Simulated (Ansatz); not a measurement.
System: SrAlHO₂ (model structure, started from the SrVO2H type, P4/mmm, No. 123, 5 atoms in the cell). Method: r²SCAN (Ansatz, a quantum-chemistry and plane-wave program, plane waves, PAW).

Settings: plane-wave cutoff 560 eV, 10×10×10 k mesh, Fermi–Dirac smearing 0.01 eV, scalar-relativistic PAW data made under PBE.

Cell (relaxed at this level):

AlSrHO₂ is modelled in the tetragonal space group P4/mmm (No. 123), Pearson symbol tP5. Conventional cell: a = 3.779 Å, b = 3.779 Å, c = 3.677 Å, α = 90.00°, β = 90.00°, γ = 90.00°. Sr on 1d is surrounded by 8 O at 2.636 Å and 4 H at 2.672 Å (cuboctahedral). Al on 1a is surrounded by 2 H at 1.839 Å and 4 O at 1.889 Å (octahedral). O on 2f sees 2 Al at 1.889 Å and 4 Sr at 2.636 Å (octahedral). H on 1b sees 2 Al at 1.839 Å and 4 Sr at 2.672 Å (octahedral). (Neighbours: up to the widest gap in distance over summed covalent radii, below 1.35, at either atom; cation-cation and far metal-metal contacts left out.)

### Question
Predict the band gap, smallest direct gap on the k points sampled and Γ–Γ gap.

### Answer

- band gap: 4.24 eV
- smallest direct gap on the k points sampled: 4.52 eV
- Γ–Γ gap: 6.67 eV

Note: the relaxation could raise the start's symmetry but not lower it, so the cell can be a saddle point.

Spin–orbit coupling is not included.

A model structure was made by putting elements into a prototype or built by hand; it is no filed structure, need not be a known phase, and can be a saddle point held by its symmetry.
